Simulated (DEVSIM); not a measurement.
System: Ru/Al2O3/n-Ge capacitor, at 300 K.

Layer 1 from the left is Al2O3, thickness (nm) 7.20. Layer 2 from the left is Ge, thickness (nm) 910, Nd (cm⁻³) 4.3e17.

Metal gate on the left, work function 4.7 eV. Fixed charge at the semiconductor interface 0 cm⁻² (in units of +e); no interface traps.

This is a model device: material constants are rounded textbook-type values typed into the input, and sizes, dopings and lifetimes were drawn at random. Values at 300 K.

Al2O3: gap (eV) 6.8, affinity (eV) 1.35, permittivity 9. Ge: gap (eV) 0.664, affinity (eV) 4, permittivity 16, Nc (cm⁻³) 1.04e19, Nv (cm⁻³) 6e18.

DEVSIM, 1D Poisson equation in equilibrium, Boltzmann statistics, complete ionisation; no quantum confinement or tunnelling. Metal contacts follow the ideal Schottky-Mott rule: no Fermi-level pinning, no interface dipoles.

**Question.** What does the simulation give for the minimum of the low-frequency capacitance, the threshold voltage (band bending 2φF)?

**Answer.** minimum of the low-frequency capacitance 0.278 μF/cm²; threshold voltage (band bending 2φF) -0.18 V.
